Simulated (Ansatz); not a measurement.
**HgSe, response to strain**

Take HgSe in the zinc blende structure (space group F-43m, No. 216; a = 6.133 Å) as the base.

Strains are applied to the cell and any free atomic positions relax.

Computed with PBEsol in Ansatz (plane waves to 420 eV, PAW, spin-orbit coupling left out).

Notes on the quantities. energy relative to the base: free energy F.

| isotropic strain (%) | energy relative to the base (meV/atom) |
|---|---|
| -3 | 42.7 |
| -1.5 | 10.1 |
| -0.5 | 1.1 |
| 0 | 0.0 |
| 1 | 4.0 |
| 1.5 | 8.8 |
| 2 | ? |
| 2.5 | 23.5 |
| 3 | 33.2 |

Fit ΔE = Aε² + Bε³ (ε in %) to the rows shown and predict the withheld row.

Least squares on the printed values gives A = 4.21 and B = -0.18 meV/atom (largest residual 0.1 meV/atom); this predicts 15.4 meV/atom, and the run gives 15.3 meV/atom, in agreement.

The mesh was chosen for an insulator and is coarse for the gapless case. Stability against distortions was not tested. The final runs are not spin-polarised.

Ansatz is a program for electronic structure.
